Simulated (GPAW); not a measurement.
GPAW run on Co (P6_3/mmc, 2 atoms in the cell): self-consistent single point.

Method of the run: LDA (Perdew-Wang 92), GPAW PAW datasets LDA (gpaw-data 1.0.1) (plane waves; GPAW 25.7.0).

```
Co
1.0
    2.45049     0.00000     0.00000
   -1.22525     2.12219     0.00000
    0.00000     0.00000     3.98616
Co
2
Cartesian
  0.00000   1.41479   0.99654
  1.22525   0.70740   2.98962
```
Moments meant for the start (each program seeds them in its own way; μB, in the order of the atoms Co Co): 3.0 3.0.

Reference input (self-consistent single point, DFT PBE, plane waves, GPAW PAW datasets PBE (gpaw-data 1.0.1)): spinpol = true; mode = pw; ecut = 800 eV; xc = PBE; kpts = 12 12 7; mesh shift (steps) = 0 0 0; occupations.name = methfessel-paxton; occupations.width = 0.05 eV; occupations.order = 0; nbands = -8; convergence.forces = 0.001 eV/Å; symmetry.symmorphic = false. This run's input differs from it in these lines:

```diff
@@ -16,3 +16,3 @@
             mode=PW(800),
-            xc='PBE',
+            xc='LDA',
             kpts={'size': (12, 12, 7), 'gamma': True},
```

Its files differ too (potentials: GPAW PAW datasets LDA (gpaw-data 1.0.1)).

Output, abridged:

```
     iter     time        total  log10-change:         magmom
                         energy   eigst   dens  force
iter:   1 --:--:--   -18.287655                          +6.0083
iter:   2 --:--:--   -18.758992   -0.98  -1.65           +4.3445
iter:   3 --:--:--   -18.827297   -1.94  -1.70           +3.3201
iter:   4 --:--:--   -18.833430   -2.98  -2.00           +3.1284
iter:   5 --:--:--   -18.851417   -2.60  -2.03           +3.0467
iter:   6 --:--:--   -18.851600   -3.27  -2.56           +3.0055
iter:   7 --:--:--   -18.851705c  -4.15  -3.07           +2.9804
iter:   8 --:--:--   -18.851739c  -4.53  -2.95           +2.9864
iter:   9 --:--:--   -18.851745c  -4.98  -3.65           +2.9884
iter:  10 --:--:--   -18.851742c  -5.67  -4.10c          +2.9890
iter:  11 --:--:--   -18.851742c  -5.93  -3.98           +2.9889
iter:  12 --:--:--   -18.851742c  -6.68  -4.29c          +2.9888
iter:  13 --:--:--   -18.851742c  -7.64c -4.37c          +2.9888
iter:  14 --:--:--   -18.851742c  -8.54c -4.84c -16.69c   +2.9888
Converged after 14 iterations.

Dipole moment: (-0.000000, 0.000000, -0.000000) |e|*Ang

Total magnetic moment: (0.000000, 0.000000, 2.988777)
Local magnetic moments:
   0 Co ( 0.000000,  0.000000,  1.538461)
   1 Co ( 0.000000,  0.000000,  1.538461)

Energy contributions relative to reference atoms: (reference = -75676.533408)

Kinetic:        +19.906745
Potential:      -16.059518
External:        +0.000000
XC:             -22.567909
Entropy (-ST):   -0.001971
Local:           -0.130075
SIC:             +0.000000
--------------------------
Free energy:    -18.852727
Extrapolated:   -18.851742

Spin contamination: 0.102909 electrons
Showing only first 2 kpts
                      Up                     Down
 Kpt  Band  Eigenvalues  Occupancy  Eigenvalues  Occupancy
  0     7      9.08512    1.00000     10.62153    1.00000
   [... lines left out ...]

Fermi level: 10.86689

No gap
No difference between direct/indirect transitions
Energy (eV): -18.851742

Forces in eV/Ang:
  0 Co    0.00000    0.00000    0.00000
  1 Co    0.00000    0.00000    0.00000

Stress tensor:
     0.043326     0.000000     0.000000
     0.000000     0.043326     0.000000
     0.000000     0.000000     0.062616
Stress (GPa, Voigt): [ 6.9416  6.9416 10.0322  0.      0.      0.    ]
```

The run converged in 14 iterations. GPAW prints stress with tension positive. Against the reference run the pressure goes from 12.49 to -7.97 GPa and the size of the net moment goes from 1.58 to 1.49 μB/atom.

The starting cell comes from a database of computed structures (which also holds hypothetical and non-ambient phases and stackings), without a prior relaxation at this level. Its lattice was rescaled by a random factor within 2.5 % of one. The magnetic order is the one reached from the typed start; others were not searched systematically. With a pressure of about -8 GPa the cell is away from its equilibrium volume at this level.

Cost on one core of a shared machine: roughly 70 s.
